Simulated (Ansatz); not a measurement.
Consider the following.

```
CELL_PARAMETERS angstrom
     -3.30082     3.13082     3.30082
      3.30082    -3.13082     3.30082
      3.30082     3.13082    -3.30082
ATOMIC_POSITIONS crystal
  Si 0.20550 0.20903 0.20852
  Si 0.50052 0.99698 0.29148
  Si 0.29450 0.50302 0.00354
  Si 0.99948 0.29097 0.49646
  Si 0.79450 0.79097 0.79148
  Si 0.49948 0.00302 0.70852
  Si 0.70550 0.49698 0.99646
  Si 0.00052 0.70903 0.50354
```

No spin polarisation.

All numbers come from PBEsol/PAW in Ansatz (a first-principles code), no spin-orbit coupling. k-mesh 10×10×10 (Γ-centred); smearing 0.05 eV (Fermi–Dirac).

Predict the band gap, pressure and space group.


* **Band gap**: zero
* **Pressure (mean of the normal stresses, compression positive)**: 5.2 GPa
* **Space group**: Ibca (No. 73)

The cells carry an imposed strain or load. Stability against distortions was not tested. The cell was made from Si (space group Ia-3, No. 206) by this change: uniaxial strain ε_yy = −5.15 %. This is not the structure that Si has at room temperature and ambient pressure.
